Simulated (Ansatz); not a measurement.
Worked calculations on one periodic cell of amorphous Hf$_{18}$O$_{37}$Na$_{2}$: Hf18O37Na2, 57 atoms, volume 740.3 Å³, made by a melt-quench on the CHGNet potential and relaxed with DFT. O atoms were pushed apart under 1.9 Å during the dynamics, to hinder bonds among them. It is a model cell: composition and starting density were chosen by hand, and all elements were melted together. Cycles of charging were run to anneal it. Level of theory: PBE, scalar-relativistic without spin-orbit coupling (plane waves to 420 eV, PAW; Ansatz, a first-principles code). Sampling: a 2×2×2 Γ-centred mesh; Fermi-Dirac width 0.02 eV; no spin polarisation. Its volume was held where the quench left it, its shape was free, and it stands at a mean pressure of 0.8 GPa with stress components up to 0.9 GPa; the relaxation ran on the zone centre alone. Its density went from a set 8.64 to 8.64 g/cm³. The cell is small and was quenched far faster than a real film, so it is one sample of the glass.

Four energies for an added electron at PBE on the zone centre alone (charged cells in a uniform background, spin-polarised): neutral at the neutral geometry -307044.584 eV; charged at the neutral geometry -307028.979 eV; charged and relaxed -307029.192 eV; neutral at the charged geometry -307044.165 eV.

**Question.** Find the two relaxation energies and their sum, the reorganisation energy.

**Answer.** On charging: -307028.979 − (-307029.192) = 0.213 eV. On discharging: -307044.165 − (-307044.584) = 0.419 eV. The sum is 0.632 eV. The carrier's level spreads over 12 of the 57 atoms' worth, so it counts as partly localised, most on one Hf atom with neighbours O 1.96 Å, O 2.05 Å, O 2.09 Å, O 2.12 Å, O 2.25 Å, O 2.34 Å, Na 3.36 Å (neutral geometry). The values are uncorrected: the image energy of a point charge in this cell, 2.84 × 14.40 / (2 × 9.0) = 2.3 eV before screening, is screened by electrons alone at the fixed geometry and by ions too after relaxing, and the carrier can be spread before it relaxes, so each term can be off by up to that value times 1/ε∞, some tenths of an eV. PBE's self-interaction favours spread-out carriers, so a hybrid can localise more.

Four energies for a hole at PBE on the zone centre alone (charged cells in a uniform background, spin-polarised): neutral at the neutral geometry -307044.584 eV; charged at the neutral geometry -307055.944 eV; charged and relaxed -307056.149 eV; neutral at the charged geometry -307043.925 eV.

**Question.** Find the two relaxation energies and their sum, the reorganisation energy.

**Answer.** On charging: -307055.944 − (-307056.149) = 0.205 eV. On discharging: -307043.925 − (-307044.584) = 0.659 eV. The sum is 0.864 eV. The carrier's level spreads over 4 of the 57 atoms' worth, so it counts as localised, most on one O atom with neighbours Hf 2.09 Å, Hf 2.10 Å, Hf 2.12 Å (neutral geometry). The values are uncorrected: the image energy of a point charge in this cell, 2.84 × 14.40 / (2 × 9.0) = 2.3 eV before screening, is screened by electrons alone at the fixed geometry and by ions too after relaxing, and the carrier can be spread before it relaxes, so each term can be off by up to that value times 1/ε∞, some tenths of an eV. PBE's self-interaction favours spread-out carriers, so a hybrid can localise more.
